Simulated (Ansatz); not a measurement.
Abridged Ansatz (a program for electronic structure) output:

```
Pseudopotential: Cu, paw, valence charge 19
Crystal: 1 atoms, lattice volume = 11.461 Å³
Basis set: ecut = 500 eV, 283 PW (Γ), exchange–correlation on 80×80×80 points (64 copies of the dense FFT grid, shifted against one another)
Bands: 14, of which v1, the nominal top of the filled ones, is band 10 counted from 1 (9 counted from 0)
Symmetry: 48 space group operations
k-points: 328 of 10648
Functional: x = r2scan, c = r2scan; τ floored in thin density (d = 2e-4 eV/Å³)
SCF iter   1: F=—  HF=-6631.751992 eV  |F-HF|=—  |Δ(HF+E_count)|=         —  Δρ=2.08e-1  dr2=3.00e0  dr2_τ=3.43e-3  ethr=3.10e-3  ⟨swp⟩=5.6  Hψ=23357  notcnv=0
SCF iter   2: F=—  HF=-6632.031394 eV  |F-HF|=—  |Δ(HF+E_count)|=   2.79e-1  Δρ=2.01e-1  dr2=2.27e0  dr2_τ=3.86e-2  ethr=3.10e-3  ⟨swp⟩=2.8  Hψ=12234  notcnv=0  defer=80
SCF 1 converged in 10 iterations: F = -6631.255453 eV  dr2 = 3.39e-12
SCF converged after 10 iterations
Free energy (F): -6631.255453 eV
Internal energy: -6631.253539 eV  (E = F + TS)
E sigma→0 (E₀):  -6631.254496 eV
Entropy (-TS):   -0.001915 eV (-1.915 meV/atom)
Fermi energy:    16.786693 eV
--- Forces (eV/Å), atoms counted from 1 ---
  atom   1  Cu    -0.00000000     0.00000000     0.00000000
--- Stress (GPa, compression-positive) ---
        0.004373       0.000000      -0.000000
       -0.000000       0.004373       0.000000
       -0.000000      -0.000000       0.004373
  P = ⅓ Tr σ = 0.0044 GPa (0.044 kbar)
```

Q: What was computed, and what are the main results?

A: Cu, 1 atom in the cell, with Kohn–Sham DFT with the r2SCAN functional, run in Ansatz with PAW and 500 eV plane waves, without spin-orbit coupling, earlier PAW set. The last SCF converged to F = -6631.255453 eV, or -6631.2555 eV per atom, at a pressure of 0.00 GPa. The total energy compares only with runs of the same code, potentials and settings.

Whether these cells are dynamically stable was not tested. All final runs are without spin polarisation. The cell was made from Au by this change: Au → Cu.
